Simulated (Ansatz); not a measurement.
Density of states of Rh (Fm-3m) near the Fermi level, PBEsol, rigid bands run with Ansatz (a first-principles code).

| E − E_F (eV) | states/eV/cell |
|---|---|
| -1.95 | 1.14 |
| -1.85 | 1.13 |
| -1.75 | 1.20 |
| -1.65 | 1.38 |
| -1.55 | 1.44 |
| -1.45 | 1.45 |
| -1.35 | 1.49 |
| -1.25 | 1.68 |
| -1.15 | 1.39 |
| -1.05 | 1.30 |
| -0.95 | 1.33 |
| -0.85 | 1.25 |
| -0.75 | 1.20 |
| -0.65 | 1.16 |
| -0.55 | 1.14 |
| -0.45 | 1.13 |
| -0.35 | 1.13 |
| -0.25 | 1.14 |
| -0.15 | 1.17 |
| -0.05 | 1.21 |
| 0.05 | 1.27 |
| 0.15 | 1.36 |
| 0.25 | 1.50 |
| 0.35 | 1.83 |
| 0.45 | 2.15 |
| 0.55 | 2.16 |
| 0.65 | 1.69 |
| 0.75 | 1.26 |
| 0.85 | 0.94 |
| 0.95 | 0.79 |
| 1.05 | 0.36 |
| 1.15 | 0.22 |
| 1.25 | 0.22 |
| 1.35 | 0.23 |
| 1.45 | 0.23 |
| 1.55 | 0.23 |
| 1.65 | 0.23 |
| 1.75 | 0.23 |
| 1.85 | 0.23 |
| 1.95 | 0.23 |

Task: With 1 atom a cell, what bare Sommerfeld coefficient γ = (π²/3) k_B² N(E_F) follows?

Result: N(E_F) ≈ 1.24 states/eV a cell at 300 K, so γ ≈ 2.9 mJ/(mol of atoms·K²), before electron-phonon enhancement.

Task: How far does the Fermi level move in a rigid band for 0.1 electron a cell added or removed?

Result: 79 meV and -82 meV.

A metal at this level (no band gap); rigid bands, thermally averaged at 300 K, both spins. Spin-orbit coupling is left out. Geometry: cell and atoms relaxed with PBEsol.
